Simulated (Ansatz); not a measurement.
The starting structures come from a database of crystals and need not be the phases stable at ambient conditions.

 Where the default PAW files enter, the runs use the earlier of Ansatz's two default sets.

Inside the gap of an insulator the Bloch states are evanescent, with a wavenumber k + iκ along the transport direction.

Data:

```yaml
crystal:
  lattice:
    - [4.96062, 0.00000, 0.00000]
    - [0.00000, 6.38815, 0.00000]
    - [0.00000, -3.19408, 5.53230]
  atoms:
    - { symbol: Cs, position: [0.69684, 0.33333, 0.66667] }
    - { symbol: Cs, position: [0.30316, 0.66667, 0.33333] }
    - { symbol: Zr, position: [0.00000, 0.00000, 0.00000] }
    - { symbol: F, position: [0.22308, 0.15283, 0.84717] }
    - { symbol: F, position: [0.77692, 0.84717, 0.15283] }
    - { symbol: F, position: [0.22308, 0.69434, 0.84717] }
    - { symbol: F, position: [0.77692, 0.30566, 0.15283] }
    - { symbol: F, position: [0.22308, 0.15283, 0.30566] }
    - { symbol: F, position: [0.77692, 0.84717, 0.69434] }
```

Space group of this cell: P-3m1. The cell is taken as given.

Transport runs along the normal of the first two printed cell vectors, the (100) plane of the conventional cell.

No gap correction and no spin-orbit coupling; mid-gap values are interpolated between computed energies.

Task: State the band gap and the smallest decay constant κ at mid-gap according to Ansatz (a quantum-chemistry and plane-wave program) with r2SCAN.

Result: Gap 7.67 eV on a 6×6×6 mesh; κ = 0.535 1/Å, at the zone centre.
